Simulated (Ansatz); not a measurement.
BeS (model structure, started from the rocksalt type, Fm-3m, No. 225, 2 atoms in the cell) was calculated with dielectric-dependent PBEsol hybrid (plane waves, PAW; Ansatz, a first-principles code).

Numerical settings: plane-wave cutoff 460 eV, 10×10×10 k mesh, Fermi–Dirac smearing 0.01 eV, scalar-relativistic PAW data made under PBE.

The cell is the one relaxed with PBEsol. Conventional cell: a = 4.5898 Å, b = 4.5898 Å, c = 4.5898 Å, α = 90.00°, β = 90.00°, γ = 90.00°.

```yaml
crystal:
  lattice:
    - [0.00000, 2.29492, 2.29492]
    - [2.29492, 0.00000, 2.29492]
    - [2.29492, 2.29492, 0.00000]
  atoms:
    - { symbol: S, position: [0.00000, 0.00000, 0.00000] }
    - { symbol: Be, position: [0.50000, 0.50000, 0.50000] }
```

List the 5 lowest band energies at Γ above −25 eV (eV, relative to the valence band maximum), grouping those that round alike.

At Γ: -16.11, -0.35 (×3), 6.34.

Note: the run warned that its exchange threshold was loose for the stress; the relaxation could raise the start's symmetry but not lower it, so the cell can be a saddle point.

A model structure was made by putting elements into a prototype or built by hand; it is no filed structure, need not be a known phase, and can be a saddle point held by its symmetry.
